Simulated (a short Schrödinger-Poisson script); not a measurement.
System: MOS inversion layer, Si3N4 on p-type Si(110), at 300 K.

From the gate side: 2.2 nm Si3N4; 1300 nm Si, acceptors 1.1e17 cm⁻³.

Constants are typed, rounded textbook-type inputs, not results; the design itself was drawn at random and stands for no fabricated device. Si3N4: permittivity 7.5, conduction-band edge (eV) 1.95, gap (eV) 5.1, electron mass (mₑ) 0.5. Si: permittivity 11.7, conduction-band edge (eV) 0, gap (eV) 1.124, Nv at 300 K (cm⁻³) 3.1e19.

Channel valleys (confinement mass, in-plane density-of-states mass, number): Δ4 0.315, 0.324, 4; Δ2 0.19, 0.417, 2. At the gate the conduction-band edge of layer 1 lies 2.07 eV − eVg above the Fermi level of the channel; the field vanishes at the back. Gaps are held at their typed values at every temperature. Mesh 0.03 nm at interfaces.

From a short Schrödinger-Poisson script (our own, NumPy): 1D Poisson equation in equilibrium, electrons quantum, Hartree (BenDaniel-Duke, 12 states a valley, the channel's in-plane mass for all, wave functions free to enter the dielectric), parabolic valleys, classical holes, full ionisation, no traps, pinning or gate leakage.

```
Vg (V)  electrons (cm⁻²)  C (μF/cm²)  Δ4 E0 (meV from the Fermi level)  Δ2 E0 (meV from the Fermi level)
------  ----------------  ----------  --------------------------------  --------------------------------
0                 1.81e9       0.115                             244.2                             254.4
0.05             1.07e10       0.159                             198.0                             208.4
0.1              5.67e10       0.366                             154.6                             165.2
0.15             2.15e11       0.815                             119.7                             130.7
0.2              5.24e11        1.23                              96.1                             107.7
0.25             9.44e11        1.49                              80.2                              92.5
0.3              1.43e12        1.67                              68.6                              81.6
0.35             1.97e12        1.79                              59.7                              73.4
0.4              2.54e12        1.88                              52.4                              66.8
0.45             3.14e12        1.95                              46.3                              61.3
0.5              3.76e12        2.01                              41.0                              56.7
0.55             4.39e12        2.06                              36.3                              52.6
0.6              5.04e12        2.10                              32.1                              48.9
0.65             5.70e12        2.14                              28.2                              45.6
0.7              6.37e12        2.17                              24.7                              42.6
0.75             7.05e12        2.20                              21.4                              39.9
0.8              7.74e12        2.23                              18.4                              37.3
0.85             8.44e12        2.25                              15.5                              34.9
0.9              9.15e12        2.27                              12.8                              32.7
```

Gate voltages with under 1e9 electrons/cm² are left out.

Problem. At Vg = 0.9 V the lowest Δ4 subband lies at 12.8 meV from the Fermi level. How many electrons does it hold, and what share of all?

Solution. The two-dimensional density of states is g m/(πħ²) = 5.41e11 cm⁻² meV⁻¹ (both spins), kT = 25.9 meV, so n = D kT ln(1 + exp(−E/kT)) = 6.65e12 cm⁻², 0.73 of the 9.15e12 cm⁻² in all.

Problem. Compare the slope of the sheet density between 0.8 and 0.9 V with the geometric capacitance of the layers between gate and channel.

Solution. q Δn/ΔV = 2.26 μF/cm²; ε0/Σ(t/ε) = 3.02 μF/cm². The ratio is 0.75: the channel acts as a further capacitance in series.
